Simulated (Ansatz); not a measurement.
# Amorphous In$_{9}$Ga$_{9}$Zn$_{9}$O$_{38}$Sn

It comes from a melt-quench run on a machine-learned potential (CHGNet), relaxed afterwards by DFT. O atoms were pushed apart under 1.9 Å during the dynamics, to hinder bonds among them. The hot cell started wider than the set density and was brought back towards it in steps. It is the lowest in DFT energy of 2 quenches. It is a model cell: composition and starting density were chosen by hand, and all elements were melted together. No dispersion term was used.

Methods: PBE, scalar-relativistic without spin-orbit coupling (Ansatz, a quantum-chemistry and plane-wave program); r2SCAN, scalar-relativistic without spin-orbit coupling (Ansatz); HSE06, scalar-relativistic without spin-orbit coupling (Ansatz). Geometry, pressure, stress and energy are those of the PBE run. Its sampling: a 2×2×2 Γ-centred mesh; Fermi-Dirac width 0.02 eV; no spin polarisation. Other functionals are single points at the zone centre (r2SCAN at 500 eV; exact exchange cut at the cell's faces), free to take moments where seeds were set. At PBE the levels at the filled edge of the gap are localised (band-tail or defect states), and the nearest spread-out levels lie 1.1 eV apart at the zone centre.

| Property | Value |
|---|---|
| Number of atoms in the cell | 66 |
| Density (held, not predicted) | 5.91 g/cm³ |
| Volume per atom | 12.67 Å³ |
| Pressure on a 2×2×2 Γ-centred mesh | 2.21 GPa |
| Largest force and stress component on that mesh (the relaxation ran on the zone centre alone) | 0.07 eV/Å and 2.3 GPa |
| Level gap on a 2×2×2 Γ-centred mesh (PBE) | 0.49 eV |
| Level gap at the zone centre (PBE) | 0.50 eV |
| Level gap at the zone centre (r2SCAN) | 0.91 eV |
| Level gap at the zone centre (HSE06) | 2.05 eV |

Cut-offs for bonds: In-In 3.12 Å, In-Ga 2.90 Å, In-Zn 2.90 Å, In-O 2.70 Å, In-Sn 3.09 Å, Ga-Ga 2.68 Å, Ga-Zn 2.68 Å, Ga-O 2.28 Å, Ga-Sn 2.87 Å, Zn-Zn 2.68 Å, Zn-O 2.56 Å, Zn-Sn 2.87 Å, O-O 1.58 Å, O-Sn 2.46 Å, Sn-Sn 3.06 Å. Two cations that share two anions don't count as bonded, nor two that share one unless they lie closer than In-In 3.04 Å, In-Ga 2.82 Å, In-Zn 2.82 Å, In-Sn 3.01 Å, Ga-Ga 2.61 Å, Ga-Zn 2.61 Å, Ga-Sn 2.79 Å, Zn-Zn 2.61 Å, Zn-Sn 2.79 Å, Sn-Sn 2.97 Å.

```yaml
Mean coordination of In by anions: 5.67 (4 with 5, 4 with 6, 1 with 7)
Mean coordination of Ga by anions: 4.44 (5 with 4, 4 with 5)
Mean coordination of Zn by anions: 4.44 (5 with 4, 4 with 5)
Mean coordination of O: 3.61 (15 with 3, 23 with 4)
Mean coordination of Sn by anions: 6.00 (1 with 6)
Mean In-O bond: 2.209 Å (spread 0.112 Å, 51 counted)
Mean Ga-O bond: 1.928 Å (spread 0.073 Å, 40 counted)
```

Its density started from a set value of 5.91 g/cm³. Cooling (nominally 210 K/ps over its main leg) ran many orders faster than in experiment, which tends to leave more defects and strain. Values belong to this one cell and scatter from quench to quench. The volume was held where the preparation left it and the shape relaxed, at a PBE pressure of 2.2 GPa. Stress components on the final sampling reach 2.3 GPa.
